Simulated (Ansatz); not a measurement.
A15 Mo3Si was calculated with r²SCAN+rVV10 (Ansatz, a quantum-chemistry and plane-wave program, plane waves, PAW).

Numerical settings: plane-wave cutoff 560 eV, 12×12×12 k mesh, Fermi–Dirac smearing 0.05 eV, no spin polarisation, scalar-relativistic PAW data made under PBE.

Pressure at four volumes; x = ln(V/14.478 Å³). One pressure is withheld.

```tsv
V (Å³/atom)	x	P (GPa)
13.609	-0.0619	?
13.899	-0.0408	12.01
14.478	0.0000	0.01
15.347	0.0583	-13.84
```

Q: Pass a parabola P(x) through the three rows shown, estimate the bulk modulus and its pressure derivative near zero pressure, and predict the withheld pressure.

A: Slopes between the rows: (0.01 − (12.01))/(0.0000 − (-0.0408)) = -294.12 and (-13.84 − (0.01))/(0.0583 − (0.0000)) = -237.56 GPa. Their difference over the span 0.0991 is c = 56.56/0.0991 = 570.7 GPa, so P(x) = 12.01 + (-294.12)(x − (-0.0408)) + 570.7 (x − (-0.0408))(x − (0.0000)). At the middle row B = −dP/dx = −[-294.12 + 570.7 × 0.0408] = 270.8 GPa, and B′ = dB/dP = 2c/B = 4.2. At x = -0.0619 the parabola gives 18.96 GPa; the run gives 19.03 GPa. The Birch–Murnaghan fit to the energies at all volumes has B0 = 269 GPa and B′ = 4.3.
